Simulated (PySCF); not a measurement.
PySCF 2.14.0, B3LYP/def2-svp, df: Cd(OH)(k2OAc) (CC1[O][Cd]([OH])<-[O]=1), 10 atoms. The geometry is a generated start, not checked to be a minimum at this level.

| Property | Result |
|---|---|
| task | energy |
| method | b3lyp |
| basis | def2-svp |
| two-electron scheme | density fitting |
| mol.max_memory | 16000 MB |
| mf.max_cycle | 100 |
| mf.DIIS | CDIIS (default) |
| mf.conv_tol | 1e-09 (default) |
| mf.grids.level | 3 (default) |
| effective core potentials | those of the basis set, past Kr |
| basis functions | 121 |
| grid points | 132104 |

Machine: one whole node, Arm Neoverse V2, 96 cores on 1 socket, no SMT, 1 L3 cache group.

Wall times, medians of two to five repeats, each run alone on the node (launch to exit). Processes are pinned to neighbouring cores unless said otherwise. The build: PyPI wheel: OpenMP (GNU), a bundled serial OpenBLAS 0.3.3 under its C layer, NumPy's threaded OpenBLAS held to generic ARMv8 kernels, libcint, Libxc; another build can shift the numbers. Scratch files lie in a memory file system.

All on 16 threads, 1 BLAS thread. Base settings, kept where nothing else is said: mf.diis_space = 8 (default), mf.init_guess = minao (default), mf.level_shift = 0 (default), mf.diis = true (default), mf.damp = 0 (default), mf.diis_start_cycle = 1 (default). The candidates, on 16 cores each, agree within 1.0 meV/atom in energy:
A. the base settings
B. mf.init_guess = 1e
C. mf.diis_space = 16
D. mf.level_shift = 0.5 Hartree
E. mf.diis_space = not set, mf.diis = false, mf.damp = 0.7, mf.diis_start_cycle = 999

Task: Which would you take for the shortest time to solution?

Result: C and A, at 2.4 s, level within 8 % or the scatter of repeats. At the other end E takes 1.5× as long.

```json
[
 {"candidate": "C", "wall time": "2.4 s", "repeats": "3 runs within 1 %", "Fock builds (products with the orbital Hessian counted alike)": "16"},
 {"candidate": "A", "wall time": "2.4 s", "repeats": "3 runs within 1 %", "Fock builds (products with the orbital Hessian counted alike)": "16"},
 {"candidate": "B", "wall time": "3.3 s", "repeats": "3 runs within 2 %", "Fock builds (products with the orbital Hessian counted alike)": "24"},
 {"candidate": "D", "wall time": "3.6 s", "repeats": "3 runs within 3 %", "Fock builds (products with the orbital Hessian counted alike)": "27"},
 {"candidate": "E", "wall time": "3.7 s", "repeats": "3 runs within 1 %", "Fock builds (products with the orbital Hessian counted alike)": "30"}
]
```

From the slowest to the fastest: The largest move is in exchange-correlation on the grid (vxc): 2.4 s to 1.4 s. The count of Fock builds goes from 30 to 16.
